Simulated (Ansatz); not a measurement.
# Nb2N, pressure series

Base system: Nb$_{2}$N (space group P-31m, No. 162; a = 5.267 Å, c = 4.944 Å; a cell from a computed database, its experimental status unchecked).

Cell and atoms are relaxed at each pressure.

The values are results of Ansatz (a program for electronic structure), PBEsol, PAW, cutoff 420 eV, no spin-orbit coupling, not measurements.

```json
[
 {"pressure (GPa)": "-2", "volume per atom (Å³/atom)": "13.294"},
 {"pressure (GPa)": "-1", "volume per atom (Å³/atom)": "13.245"},
 {"pressure (GPa)": "0", "volume per atom (Å³/atom)": "13.197"},
 {"pressure (GPa)": "0.3", "volume per atom (Å³/atom)": "13.182"},
 {"pressure (GPa)": "0.7", "volume per atom (Å³/atom)": "13.164"},
 {"pressure (GPa)": "1.5", "volume per atom (Å³/atom)": "?"},
 {"pressure (GPa)": "5", "volume per atom (Å³/atom)": "12.969"},
 {"pressure (GPa)": "7.5", "volume per atom (Å³/atom)": "12.862"},
 {"pressure (GPa)": "10", "volume per atom (Å³/atom)": "12.759"}
]
```

Task: Fit the third-order Birch–Murnaghan form P(V) = (3B₀/2)[(V₀/V)^(7/3) − (V₀/V)^(5/3)]·[1 + (3/4)(B₀′ − 4)((V₀/V)^(2/3) − 1)] (squares taken in P) to the rows shown and predict the withheld row.

Result: Least squares on the printed values gives V₀ = 13.197 Å³/atom, B₀ = 277 GPa, B₀′ = 4.0; this predicts 13.126 Å³/atom, and the run gives 13.126 Å³/atom, in agreement.

Load acts through the strain it causes; cell and atoms are relaxed under it. Stability against distortions was not tested. Competing high-pressure phases were not computed. All final runs are without spin polarisation. An odd electron count without spin: Nb2N.
